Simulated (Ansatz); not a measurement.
Consider the following.

```yaml
crystal:
  lattice:
    - [4.17522, 0.00000, 0.00000]
    - [2.08761, 3.61584, 0.00000]
    - [2.08761, -1.20528, 1.72832]
  atoms:
    - { symbol: Al, position: [0.00000, 0.50000, 0.50000] }
    - { symbol: Ru, position: [0.00000, 0.00000, 0.00000] }
```

No spin polarisation.

Computed with DFT with PBEsol, PAW potentials and a 420 eV plane-wave cutoff in Ansatz (a program for electronic structure), without spin-orbit coupling. Settings: 19×19×19 k-points, 0.1 eV Fermi–Dirac smearing.

**Question.** Predict the band gap, space group and pressure.

**Answer.** 
* **Band gap**: zero
* **Space group**: R-3m (No. 166)
* **Pressure (mean of the normal stresses, compression positive)**: 2.5 GPa

The cells carry an imposed strain or load. Stability against distortions was not tested. All final runs are without spin polarisation. The cell was made from AlRu in the CsCl type structure (space group Pm-3m, No. 221) by this change: biaxial strain −0.83 %, plane normal [111], relaxed out of plane.
